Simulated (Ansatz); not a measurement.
**Pressure series in hypothetical I4_132 C**

The reference is C (space group I4_132, No. 214; a = 4.1047 Å; a hypothetical phase, not in the database extracts checked).

Cell and atoms are relaxed at each pressure.

Calculations: PBEsol, PAW, 420 eV (Ansatz, a program for electronic structure; spin-orbit coupling left out).

```
P (GPa)  V (Å³/atom)
-------  -----------
-1.98          8.711
-1.00          8.678
0.30           8.635
0.69           8.622
1.49           8.597
3.00           8.549
5.00           8.488
7.50           8.414
10.00          8.343
```

Question: Fit a third-order Birch–Murnaghan equation of state.

Answer: Least squares on P(V) = (3B₀/2)[(V₀/V)^(7/3) − (V₀/V)^(5/3)]·[1 + (3/4)(B₀′ − 4)((V₀/V)^(2/3) − 1)] gives V₀ = 8.65 Å³/atom, B₀ = 263 GPa and B₀′ = 3.6.

Load acts through the strain it causes; cell and atoms are relaxed under it. Whether these cells are dynamically stable was not tested. No other phases were tried under pressure.
